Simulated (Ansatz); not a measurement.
End structure of a constructed model of the (111) surface of fcc Al, a layer of Si in place of the third plane (bottom of the slab: a bare face, its two planes held):

```
CELL_PARAMETERS angstrom
      2.85810     0.00000     0.00000
     -1.42905     2.47518     0.00000
      0.00000     0.00000    28.00000
ATOMIC_POSITIONS crystal
  Al 0.33333 0.66667 0.29378
  Al 0.66667 0.33333 0.37713
  Al 0.00000 0.00000 0.46019
  Si 0.33333 0.66667 0.53911
  Al 0.66667 0.33333 0.61714
  Al 0.00000 0.00000 0.70034
```

Set-up: 6 atoms, 11.5 Å thick at the start with caps and adatoms (thin: gaps and levels are the slab's own); mesh 15x15x1; 0.1 eV smearing; dipole correction on; 2 atoms held, the rest relaxed; start symmetry kept, larger cells not searched; no spin, no spin-orbit, no U. In PBE it lies 0.03 eV a 1x1 cell over the lowest computed structure of the same composition (a layer of Si in place of the second plane).

**Question.** Give the work function of the top face at the level Ansatz (an electronic-structure program) with PBE.

**Answer.** 3.97 eV
